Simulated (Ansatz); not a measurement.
System: C11b MoSi₂. Method: PBE-D3(BJ) (plane waves, PAW; Ansatz, an electronic-structure program).

Numerical settings: plane-wave cutoff 520 eV, 24×24×24 k mesh, Fermi–Dirac smearing 0.05 eV, no spin polarisation, scalar-relativistic PAW data made under PBE.

Cell (relaxed at this level):

```cif
data_MoSi2
_chemical_formula_sum 'Si2 Mo1'
_space_group_name_H-M_alt 'P 1'
_space_group_IT_number 1
_cell_length_a 4.49945
_cell_length_b 4.49945
_cell_length_c 4.49945
_cell_angle_alpha 138.632
_cell_angle_beta 138.632
_cell_angle_gamma 59.937
loop_
_space_group_symop_operation_xyz
  'x, y, z'
loop_
_atom_site_label
_atom_site_type_symbol
_atom_site_fract_x
_atom_site_fract_y
_atom_site_fract_z
_atom_site_occupancy
Si1 Si 0.66537 0.66537 0.00000 1
Si2 Si 0.33463 0.33463 0.00000 1
Mo1 Mo 0.00000 0.00000 0.00000 1
```

Q: Estimate the bulk modulus B0 and pressure derivative B′ of the bulk modulus that the calculation returns.

A: 
* **bulk modulus B0**: 221 GPa
* **pressure derivative B′ of the bulk modulus**: 4.4

The run finds no gap.

Measured, for comparison: bulk modulus 222 ± 2 GPa (room temperature, not corrected to a static lattice, B' = 4; as tabulated in Structural stability of MoSi2 and Mo5Si3 under high pressure, Chin. Phys. B 26 …). Computed (rounded) less measured: bulk modulus -0.5 % (inside the measured uncertainty).

Note: the bulk modulus comes from volumes at which shape and atoms were relaxed.

Static lattice: no zero-point or thermal effects.
